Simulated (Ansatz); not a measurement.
## Worked example: self-consistent single point of a (110) slab of NbH (cut from a parent of space group no. 139; 10 atoms in the cell) in Ansatz

Computed with PBEsol, default PAW files made with PBE (plane waves; Ansatz, a quantum-chemistry and plane-wave program).

The input file:

Ansatz 0.2 input:
```yaml
crystal:
  lattice:
    - [3.001887, 0.000000, 0.000000]
    - [-3.406627, 2.974476, 0.000000]
    - [0.000000, 0.000000, 23.044893]
  atoms:
    - { symbol: H, position: [0.000000, 0.500000, 0.303755] }
    - { symbol: H, position: [0.000000, 0.000000, 0.401876] }
    - { symbol: H, position: [1.000000, 0.500000, 0.500002] }
    - { symbol: H, position: [0.000000, 0.000000, 0.598124] }
    - { symbol: H, position: [1.000000, 0.500000, 0.696245] }
    - { symbol: Nb, position: [0.000000, 0.000000, 0.303755] }
    - { symbol: Nb, position: [1.000000, 0.500000, 0.401876] }
    - { symbol: Nb, position: [0.000000, 0.000000, 0.500002] }
    - { symbol: Nb, position: [1.000000, 0.500000, 0.598124] }
    - { symbol: Nb, position: [0.000000, 0.000000, 0.696245] }
basis:
  ecutwfc: 30.9 Ry
kpoints:
  mp_grid: { grid: [9, 9, 1] }
hamiltonian:
  xc: pbesol
  pseudopotentials: { kind: paw }
scf:
  occupations: { method: fermi_dirac, width: 0.0073 Ry }
output:
  forces: true
  eigenvalues: true
  stress: true
```

The program printed (abridged):

```
WARN the atoms were moved onto the symmetric positions of the space group found under crystal.symmetry.tolerance 1.0e-5 (fractional …
WARN ansatz: RAYON_NUM_THREADS=1 ignored (pool sized by the plan → 1); use --threads N
Pseudopotentials: kind: paw
Pseudopotential: H, paw, valence charge 1
Pseudopotential: Nb, paw, valence charge 13
Crystal: 10 atoms, lattice volume = 205.769 Å³
Basis set: ecut = 420.4159175005146 eV, 3961 PW (Γ), exchange–correlation on 48×64×320 points (8 copies of the dense FFT grid, shifted against one another)
Bands: 45, of which v1, the nominal top of the filled ones, is band 35 counted from 1 (34 counted from 0)
Symmetry: 8 space group operations
Space group: Cmmm (ITA 65), of the structure as read, at distance tolerance 5.9e-5 Å
k-points: 25 of 81
PAW frozen core: Nb, regenerated for the run's functional, and the local potential with it
Initial density: superposition of atomic densities (neutral atoms: chi_scale 0, normalization atom), corrected by the library's trained network
Initial wavefunctions: pseudopotential atomic-orbital guess
Eigensolver: davidson
Functional: x = pbesol(κ = 0.804, μ = 0.12345679012345678), c = pbesol(β = 0.046)
SCF iter   1: F=—  HF=-22555.010831 eV  |F-HF|=—  |Δ(HF+E_count)|=         —  Δρ=1.51e-2  dr2=1.09e1  ethr=1.77e-3  ⟨swp⟩=8.6  Hψ=5348  notcnv=0
all-band conjugate gradients solve this SCF's bands
preconditioner: auto → LDOS
SCF iter   2: F=—  HF=-22554.732363 eV  |F-HF|=—  |Δ(HF+E_count)|=   2.78e-1  Δρ=4.00e-3  dr2=9.91e-2  ethr=1.77e-3  ⟨swp⟩=2.5  Hψ=1798  notcnv=0
SCF iter   3: F=—  HF=-22554.728143 eV  |F-HF|=—  |Δ(HF+E_count)|=   4.22e-3  Δρ=2.23e-3  dr2=3.80e-2  ethr=1.42e-4  ⟨swp⟩=2.2  Hψ=2081  notcnv=0  defer=1
SCF iter   4: F=—  HF=-22554.723127 eV  |F-HF|=—  |Δ(HF+E_count)|=   5.02e-3  Δρ=4.17e-4  dr2=1.02e-3  ethr=5.43e-5  ⟨swp⟩=2.2  Hψ=1894  notcnv=0  defer=1
SCF iter   5: F=—  HF=-22554.722973 eV  |F-HF|=—  |Δ(HF+E_count)|=   1.53e-4  Δρ=1.05e-4  dr2=3.69e-5  ethr=1.45e-6  ⟨swp⟩=3.0  Hψ=2027  notcnv=0  defer=1
SCF iter   6: F=—  HF=-22554.722789 eV  |F-HF|=—  |Δ(HF+E_count)|=   1.85e-4  Δρ=3.39e-5  dr2=3.70e-6  ethr=5.27e-8  ⟨swp⟩=2.2  Hψ=1871  notcnv=0  defer=1
SCF iter   7: F=—  HF=-22554.722790 eV  |F-HF|=—  |Δ(HF+E_count)|=   9.61e-7  Δρ=7.26e-6  dr2=3.07e-7  ethr=5.28e-9  ⟨swp⟩=2.8  Hψ=2204  notcnv=0  defer=1
SCF iter   8: F=-22554.722790 eV  HF=-22554.722790 eV  |F-HF|=1.79e-8  |Δ(HF+E_count)|=   6.82e-8  Δρ=1.89e-6  dr2=3.01e-8  ethr=1.43e-10  ⟨swp⟩=8.4  Hψ=4830  notcnv=0
SCF 1 converged in 8 iterations: F = -22554.722790 eV  dr2 = 3.01e-8
SCF converged after 8 iterations
Free energy (F): -22554.722790 eV
Harris-Foulkes:  -22554.722790 eV  (|F-HF|=1.79e-8)
Internal energy: -22554.520993 eV  (E = F + TS)
E sigma→0 (E₀):  -22554.621892 eV
Entropy (-TS):   -0.201796 eV (-20.180 meV/atom)
Fermi energy:    6.401713 eV
--- Per-component energies (eV) ---
  E_band       = -1136.964690
  E_kinetic    = 2034.647901
  E_local      = -54264.201763  (includes V_loc(G=0)·N_el)
  E_nonlocal   = 614.663526
  E_hartree    = 26069.975127
  E_xc         = -913.626236
  E_vxc        = -1116.305770  (∫ρ·V_xc dr)
  E_paw        = -15090.793828  (= ΣΔE_a)
  E_vpaw       = -545.743771  (= ΣTr[D̂ρ^β])
  E_aug_tail   = -0.005622  (compensation charges beyond the density's cutoff)
  E_ewald      = 18993.876358
  E_core_change = 0.943545  (= ΣΔE_core)
  E_smearing   = -0.201796  (= −TS)
  E_closure    = 0.000000  (closes the sum)
  Σ components = -22554.722790   (vs F -22554.722790, Δ=0.00e0)
--- Forces (eV/Å), atoms counted from 1 ---
  atom   1  H      0.00000000    -0.00000000    -0.10509651
  atom   2  H     -0.00000000     0.00000000     0.02879421
  atom   3  H      0.00000000     0.00000000     0.00000000
  atom   4  H      0.00000000    -0.00000000    -0.02879421
  atom   5  H     -0.00000000     0.00000000     0.10509651
  atom   6  Nb     0.00000000     0.00000000     0.41229069
  atom   7  Nb     0.00000000    -0.00000000    -0.00497783
  atom   8  Nb     0.00000000     0.00000000     0.00000000
  atom   9  Nb    -0.00000000     0.00000000     0.00497783
  atom  10  Nb    -0.00000000     0.00000000    -0.41229069
  max |Σ_I F_I| component: 5.55e-17 eV/Å
--- Stress (GPa, compression-positive) ---
       -6.443647      -0.043026       0.000000
       -0.043026      -6.455356       0.000000
        0.000000       0.000000      -2.247682
  P = ⅓ Tr σ = -5.0489 GPa (-50.489 kbar)
  The stress holds the Pulay correction. Without it, at fixed plane waves, as pw.x and ABINIT print it: P = -5.0995 GPa
--- Band table (eV; the first three rows and the last of 25) ---
  k-point 0: bands = ["-48.7197", "-48.7177", "-48.6012", "-48.5690", "-48.4543", "-25.1248", "-25.0355", "-24.7826", "-24.6410", "-24.6081", "-24.5513", "-24.4877", "-24.4184", "-24.4155", "-24.4088", "-24.3212", "-24.2873", "-24.2816", "-24.2779", [...]
  k-point 1: bands = ["-48.7103", "-48.7086", "-48.5923", "-48.5630", "-48.4500", "-25.0993", "-25.0310", "-24.8244", "-24.6879", "-24.6152", "-24.6063", "-24.4841", "-24.4749", "-24.4442", "-24.4344", "-24.3517", "-24.3179", "-24.3120", "-24.2681", [...]
  k-point 2: bands = ["-48.6863", "-48.6854", "-48.5692", "-48.5479", "-48.4397", "-25.0434", "-25.0405", "-24.9523", "-24.8556", "-24.7321", "-24.7060", "-24.6103", "-24.5420", "-24.4573", "-24.4550", "-24.3823", "-24.3649", "-24.3357", "-24.2861", [...]
  k-point 24: bands = ["-48.5857", "-48.5856", "-48.4664", "-48.4601", "-48.3605", "-25.1250", "-25.1108", "-25.0802", "-25.0709", "-24.9582", "-24.9225", "-24.8640", "-24.8141", "-24.7869", "-24.7797", "-24.7049", "-24.6651", "-24.6168", [...]
```

The run converged in 8 iterations.

The starting cell comes from a database of computed structures (which also holds hypothetical and non-ambient phases and stackings), without a prior relaxation at this level. The slab is cut from that crystal, and its faces are unrelaxed. Its lattice was rescaled by up to half a per cent. Spin polarisation is off.
